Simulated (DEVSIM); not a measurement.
Device: illuminated InP p-on-n cell, one wavelength, at 400 K.

| layer (left to right) | material | thickness (μm) | Nd (cm⁻³) | Na (cm⁻³) | τn (s) | τp (s) | absorption coefficient (cm⁻¹) |
|---|---|---|---|---|---|---|---|
| 1 | InP | 0.140 | - | 5.5e17 | 4.9e-11 | 6.5e-11 | 42000 |
| 2 | InP | 0.650 | 2e17 | - | 5.9e-10 | 5.9e-10 | 42000 |

Left contact: ohmic, minority electron recombination velocity 1e5 cm/s. Right contact: ohmic, minority hole recombination velocity 1000 cm/s. Voltage is applied to the left contact. Recombination: SRH at mid-gap, radiative, Auger. Light enters at the left, 2.2e17 photons cm⁻² s⁻¹, one pass, no reflection. Mobility is μmin + (μ − μmin)/(1 + (N/Nref)^α).

This is a model device: material constants are rounded textbook-type values typed into the input, and sizes, dopings and lifetimes were drawn at random. Values at 300 K; Nc and Nv go as T^1.5, mobilities as T to minus their exponent, the gap by Varshni's rule with the affinity fixed.

| parameter | InP |
|---|---|
| gap (eV) | 1.344 |
| affinity (eV) | 4.38 |
| permittivity | 12.5 |
| Nc (cm⁻³) | 5.7e17 |
| Nv (cm⁻³) | 1.1e19 |
| μn (cm²/Vs) | 5200 |
| μp (cm²/Vs) | 170 |
| μn,min | 400 |
| μp,min | 10 |
| Nref,n | 3e17 |
| Nref,p | 4.9e17 |
| αn | 0.47 |
| αp | 0.62 |
| T exponent of μn | 2 |
| T exponent of μp | 2 |
| B (cm³/s) | 1.2e-10 |
| Cn (cm⁶/s) | 9e-31 |
| Cp (cm⁶/s) | 9e-31 |
| Varshni α (eV/K) | 0.000363 |
| Varshni β (K) | 162 |

DEVSIM, 1D drift-diffusion, Boltzmann statistics, complete ionisation; no tunnelling, impact ionisation, image-force lowering or self-heating.

### Question
Tabulate band edges, carrier densities and field at 1.0 V on the left contact, in the dark.

### Answer
Energies count from the Fermi level of the right contact; mesh points crowd at the junctions.

```tsv
x (μm)	Ec (eV)	Ev (eV)	n (cm⁻³)	p (cm⁻³)	field (V/cm)
0.000	0.193	-1.118	3.0e15	5.5e17	320
0.01003	0.193	-1.118	3.0e15	5.5e17	110
0.02436	0.194	-1.118	3.0e15	5.5e17	56
0.04093	0.194	-1.118	3.0e15	5.5e17	46
0.07280	0.194	-1.118	3.0e15	5.5e17	34
0.09708	0.194	-1.118	3.1e15	5.5e17	-130
0.1141	0.192	-1.119	3.2e15	5.3e17	-2100
0.1325	0.172	-1.139	5.8e15	3.0e17	-30000
0.1420	0.124	-1.187	2.4e16	7.3e16	-56000
0.1549	0.076	-1.235	9.6e16	1.8e16	-23000
0.1714	0.055	-1.256	1.7e17	9.5e15	-5600
0.2078	0.050	-1.262	2.1e17	7.4e15	-160
0.2457	0.050	-1.262	2.1e17	6.7e15	26
0.3062	0.050	-1.262	2.1e17	5.8e15	27
0.4162	0.050	-1.261	2.0e17	4.5e15	20
0.5361	0.050	-1.261	2.0e17	3.6e15	15
0.6167	0.050	-1.261	2.0e17	3.2e15	11
0.6794	0.050	-1.261	2.0e17	3.0e15	≈ 0
0.7291	0.050	-1.261	2.0e17	2.9e15	≈ 0
0.7564	0.050	-1.261	2.0e17	2.9e15	27
0.7736	0.051	-1.261	2.0e17	2.9e15	110
0.7900	0.051	-1.260	2.0e17	2.9e15	440
```
